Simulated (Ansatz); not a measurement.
Band structure of CsPbCl3 (Pm-3m, 5 atoms in the cell).

```
CsPbCl3
1.0
    5.71098     0.00000     0.00000
    0.00000     5.71098     0.00000
    0.00000     0.00000     5.71098
Cs Pb Cl
1 1 3
Direct
  0.00000   0.00000   0.00000
  0.50000   0.50000   0.50000
  0.50000   0.00000   0.50000
  0.00000   0.50000   0.50000
  0.50000   0.50000   0.00000
```

Level of theory: PBE (plane waves, PAW; Ansatz, a program for electronic structure).

Settings: basis.ecutwfc = 420 eV; kpoints.mp_grid.grid = 5 5 5; hamiltonian.xc = pbe; hamiltonian.pseudopotentials = {kind: paw} (the program's default PAW files); scf.occupations.method = fermi_dirac; scf.occupations.width = 0.02 eV; kpoints.band_path.npoints = 8.

The starting cell has typed, rounded lattice constants, without a prior relaxation at this level. Its lattice was rescaled by a random factor within 2.5 % of one. Spin-orbit coupling is off.

Task: Predict the gap along the standard path and the places of the band edges.

Result: The gap along the path is 2.16 eV, direct at R to within 0.01 eV.

Levels in eV from the top of the valence band on the path, bands 19 to 26:
```tsv
point	19	20	21	22	23	24	25	26
Γ	-2.22	-2.13	-2.13	-2.13	3.61	4.66	4.66	5.55
X	-2.31	-2.22	-2.22	-1.49	3.12	4.93	5.39	5.39
M	-2.38	-2.38	-1.84	-0.72	2.68	2.68	5.01	5.65
R	-1.83	-1.83	-1.83	0.00	2.16	2.16	2.16	5.37
```

Keys are those of Ansatz 0.2.
